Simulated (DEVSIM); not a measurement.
Structure: Al0.4Ga0.6As/GaAs n-p heterojunction, at 300 K.

| layer (left to right) | material | thickness (μm) | Nd (cm⁻³) | Na (cm⁻³) | τn (s) | τp (s) |
|---|---|---|---|---|---|---|
| 1 | Al0.4Ga0.6As | 0.410 | 2e17 | - | 4.3e-10 | 4.3e-10 |
| 2 | GaAs | 0.480 | - | 1.1e17 | 4.3e-10 | 4.3e-10 |

Left contact: ohmic. Right contact: ohmic. Voltage is applied to the left contact. Recombination: SRH at mid-gap. Mobility is μmin + (μ − μmin)/(1 + (N/Nref)^α).

This is a model device: material constants are rounded textbook-type values typed into the input, and sizes, dopings and lifetimes were drawn at random. Values at 300 K.

```csv
parameter,Al0.4Ga0.6As,GaAs
gap (eV),1.9228,1.424
affinity (eV),3.754,4.07
permittivity,11.76,12.9
Nc (cm⁻³),7.93e17,4.7e17
Nv (cm⁻³),9e18,9e18
μn (cm²/Vs),3220,8500
μp (cm²/Vs),158,400
"μn,min",500,500
"μp,min",20,20
"Nref,n",6e16,6e16
"Nref,p",1.5e17,1.5e17
αn,0.39,0.39
αp,0.38,0.38
```

Model (solved in DEVSIM): 1D drift-diffusion, Boltzmann statistics, complete ionisation; no tunnelling, impact ionisation, image-force lowering or self-heating. Band offsets follow the typed affinities; no thermionic-emission limit at abrupt steps, no polarisation charge.

Tabulate band edges, carrier densities and field at -1.05 V on the left contact.

Energies count from the Fermi level of the right contact; mesh points crowd at the junctions.

```tsv
x (μm)	Ec (eV)	Ev (eV)	n (cm⁻³)	p (cm⁻³)	field (V/cm)
0.000	1.086	-0.837	2.0e17	< 1e2	≈ 0
0.004766	1.086	-0.837	2.0e17	790	≈ 0
0.01415	1.086	-0.837	2.0e17	2300	≈ 0
0.03115	1.086	-0.837	2.0e17	5200	≈ 0
0.08528	1.086	-0.837	2.0e17	14000	≈ 0
0.1727	1.086	-0.837	2.0e17	30000	≈ 0
0.2795	1.086	-0.837	2.0e17	53000	≈ 0
0.3608	1.091	-0.831	1.6e17	93000	6200
0.3863	1.151	-0.772	1.6e16	970000	51000
0.4004	1.252	-0.671	3.2e14	4.8e7	93000
0.4075	1.326	-0.597	1.8e13	8.6e8	110000
0.4127	1.067	-0.357	2.3e17	8.9e12	92000
0.4201	1.126	-0.298	2.4e16	8.8e13	71000
0.4347	1.212	-0.212	8.5e14	2.5e15	47000
0.4765	1.303	-0.121	2.4e13	8.4e16	5100
0.5461	1.310	-0.114	1.5e13	1.1e17	27
0.6777	1.310	-0.114	9.5e12	1.1e17	≈ 0
0.7848	1.310	-0.114	4.7e12	1.1e17	≈ 0
0.8492	1.310	-0.114	1.8e12	1.1e17	≈ 0
0.8718	1.310	-0.114	8.1e11	1.1e17	≈ 0
0.8832	1.310	-0.114	3.0e11	1.1e17	≈ 0
0.8900	1.310	-0.114	< 1e2	1.1e17	≈ 0
```
